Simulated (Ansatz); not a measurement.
LaPb3 (Pm-3m), PBEsol, DFPT electron-phonon coupling, linearised Boltzmann equation (Ansatz, a program for electronic structure): phonon-limited resistivity 18.7 μΩ·cm at 300 K, 25.1 μΩ·cm at 400 K, current-weighted mean free path 6.3 nm, Drude plasma energy 6.47 eV.

What temperature coefficient of resistance follows, and how does it compare with 1/T?

(ρ₄₀₀ − ρ₃₀₀)/(100 K × ρ₃₀₀) = 3.42×10⁻³ K⁻¹, against 1/T = 3.33×10⁻³ K⁻¹ for a resistivity proportional to T. Impurities would add a constant and lower it.

What Drude relaxation time do resistivity and plasma energy imply?

ω_p = 9.83e15 s⁻¹, so τ = 1/(ε₀ ω_p² ρ) = 6.25 fs, a damping ħ/τ of 105 meV.

What is the classical skin depth at 10 GHz (nonmagnetic, μ₀ = 1.257×10⁻⁶ H/m)?

δ = √(ρ/(π f μ₀)) = 2180 nm.

A metal at this level (no band gap). Only scattering by harmonic phonons is included (no impurities, grain boundaries, electron-electron scattering or thermal expansion). Spin-orbit coupling is left out, which matters with elements this heavy. Halving the electron mesh (20x20x20) moves the resistivity by up to 5 % at 300 K, the mean free path by up to 10 %. Smearing 0.20 eV; phonons on a 3x3x3 q mesh, which this run doesn't test.

Formula and space group known from diffraction (Crystallography Open Database), not checked to be the room-temperature form: LaPb3 (Pm-3m).
